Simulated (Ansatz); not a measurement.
Consider HgS in the zinc blende structure (space group F-43m, No. 216; a = 5.812 Å). Axes: x, y, z lie along the cube axes.

Method: LDA (Ansatz, a program for electronic structure; PAW; 420 eV plane waves; no spin-orbit coupling).

Strains are applied to the cell and any free atomic positions relax.

One change was made to it. Results:

The shortest interatomic distance grows by 2.5 pm (251.7 pm → 254.2 pm); the energy goes up by 5.3 meV/atom; the pressure (mean of the normal stresses, compression positive) goes from zero to -1.9 GPa.

Problem. Which of these changes matches the shifts?
A) uniaxial strain ε_zz = −1.00 %
B) uniaxial strain ε_zz = +1.50 %
C) uniaxial strain ε_zz = +3.00 %
D) uniaxial strain ε_zz = +2.50 %
E) uniaxial strain ε_zz = −0.50 %

Solution. C, uniaxial strain ε_zz = +3.00 %. For comparison, the energy relative to the base in the other runs: uniaxial strain ε_zz = +2.50 % gives +3.7 meV/atom; uniaxial strain ε_zz = −0.50 % gives +0.2 meV/atom; uniaxial strain ε_zz = −1.00 % gives +0.6 meV/atom; uniaxial strain ε_zz = +1.50 % gives +1.3 meV/atom.

The mesh was chosen for an insulator and is coarse for the gapless case. Stability against distortions was not tested. The final runs are not spin-polarised. Gaps under 0.05 eV, about the width of the smearing, are given as zero.
